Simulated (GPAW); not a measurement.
Input and output of a self-consistent single point for Sb (Pm-3m, 1 atom in the cell) (GPAW).

Level of theory: PBEsol, GPAW PAW datasets PBEsol (made by gpaw-setup) (plane waves; GPAW).

```
CELL_PARAMETERS angstrom
      3.07409     0.00000     0.00000
      0.00000     3.07409     0.00000
      0.00000     0.00000     3.07409
ATOMIC_POSITIONS crystal
  Sb 0.00000 0.00000 0.00000
```

Reference input (self-consistent single point, DFT PBEsol, plane waves, GPAW PAW datasets PBEsol (made by gpaw-setup)): mode = pw; ecut = 550 eV; xc = PBEsol; kpts = 9 9 9; mesh shift (steps) = 0 0 0; occupations.name = methfessel-paxton; occupations.width = 0.1 eV; occupations.order = 0; nbands = -5; symmetry.symmorphic = false; symmetry.tolerance = 0.0005; maxiter = 150. This run's input differs from it in these lines:

```diff
@@ -1,2 +1,3 @@
 from ase import Atoms
+from ase.dft.kpoints import monkhorst_pack
 from ase.units import GPa
@@ -13,3 +14,3 @@
             xc='PBEsol',
-            kpts=(9, 9, 9),
+            kpts=monkhorst_pack((17, 17, 17)) + [0.5 / 17, 0.5 / 17, 0.5 / 17],
             occupations={'name': 'methfessel-paxton', 'width': 0.1, 'order': 0},
```

Output (repeated stretches shortened):

```
     iter     time        total  log10-change:
                         energy   eigst   dens
iter:   1 --:--:--    -4.780459
iter:   2 --:--:--    -4.807246   -0.62  -1.80
iter:   3 --:--:--    -4.808395   -2.31  -1.80
iter:   4 --:--:--    -4.809346c  -2.75  -1.97
iter:   5 --:--:--    -4.809290c  -4.19  -2.81
iter:   6 --:--:--    -4.808464c  -3.75  -2.82
iter:   7 --:--:--    -4.808327c  -4.71  -3.07
iter:   8 --:--:--    -4.808322c  -6.34  -3.74
iter:   9 --:--:--    -4.808324c  -6.54  -3.68
iter:  10 --:--:--    -4.808324c  -6.84  -4.32c
iter:  11 --:--:--    -4.808324c  -8.06c -4.79c
Converged after 11 iterations.

Dipole moment: (-0.000000, -0.000000, -0.000000) |e|*Ang

Energy contributions relative to reference atoms: (reference = -176204.783462)

Kinetic:         -0.888263
Potential:       +0.237949
External:        +0.000000
XC:              -4.321941
Entropy (-ST):   -0.003221
Local:           +0.165540
SIC:             +0.000000
--------------------------
Free energy:     -4.809934
Extrapolated:    -4.808324

Showing only first 2 kpts
 Kpt  Band  Eigenvalues  Occupancy
  0     5     -5.59469    2.00000
  0     6     10.08180    0.00000
  0     7     10.08180    0.00000
  0     8     10.13671    0.00000

  1     5     -5.49170    2.00000
  1     6      8.93509    0.00000
  1     7     10.18342    0.00000
  1     8     10.22421    0.00000

Fermi level: 6.94267

No gap
No difference between direct/indirect transitions
Energy (eV): -4.808324

Forces in eV/Ang:
  0 Sb    0.00000    0.00000    0.00000

Stress tensor:
     0.007814    -0.000000     0.000000
    -0.000000     0.007814     0.000000
     0.000000     0.000000     0.007814
Stress (GPa, Voigt): [ 1.252  1.252  1.252  0.     0.    -0.   ]
```

The run converged in 11 iterations. GPAW prints stress with tension positive. Against the reference run the free energy stays essentially unchanged (within 1 meV/atom) and the pressure goes from -1.58 to -1.25 GPa.

The starting cell comes from a database of computed structures (which also holds hypothetical and non-ambient phases and stackings), without a prior relaxation at this level. Its lattice was rescaled by up to half a per cent.

Cost on one core of a shared machine: roughly 30 s.
